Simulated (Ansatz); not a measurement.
## CsSnI3, response to strain

The parent structure is CsSnI$_{3}$ in the cubic perovskite structure (space group Pm-3m, No. 221).

Space group Pm-3m (No. 221); a = b = c = 6.0305 Å, α = β = γ = 90.00°

```csv
atom,site,symmetry,x,y,z
Cs,1a,m-3m,0.0000,0.0000,0.0000
Sn,1b,m-3m,0.5000,0.5000,0.5000
I,3c,4/mm.m,0.0000,0.5000,0.5000
```

Strains are applied to the cell and any free atomic positions relax.

Level of theory: Ansatz (a first-principles code), LDA, PAW, cutoff 420 eV, scalar-relativistic without spin-orbit coupling.

Candidates:
(a) isotropic strain −1.20 %
(b) isotropic strain −1.80 %
(c) isotropic strain −0.60 %

Notes on the quantities. energy relative to the base: free energy F.

Task: Order them by energy relative to the base, lowest first.

Result: (c) isotropic strain −0.60 % (+1.0 meV/atom), (a) isotropic strain −1.20 % (+4.0 meV/atom), (b) isotropic strain −1.80 % (+9.1 meV/atom)

Stability against distortions was not tested. The final runs are not spin-polarised. Many cubic perovskites are stable only at high temperature; tilts and polar distortions were not tested.
